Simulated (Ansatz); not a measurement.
Tunnelling through a barrier is set by its complex band structure: the current falls as exp(−2κd) with the smallest κ.

```
CSi
1.0
    5.04525     0.00000     0.00000
    0.00000     5.32348     0.00000
    0.00000     2.66174     1.53676
Si C
2 2
Direct
  0.50040   0.66667   0.00000
  0.00040   0.33333   0.00000
  0.12460   0.66667   0.00000
  0.62460   0.33333   0.00000
```

The cell is taken as given.

Transport runs along the normal of the first two printed cell vectors, the (110) plane of the conventional cell.

No gap correction and no spin-orbit coupling; mid-gap is the computed energy nearest the middle.

Give the band gap and the smallest decay constant κ at mid-gap that r2SCAN (Ansatz, a program for electronic structure) yields.

Gap 2.69 eV on a 6×20×20 mesh; κ = 0.228 1/Å, at the zone centre.
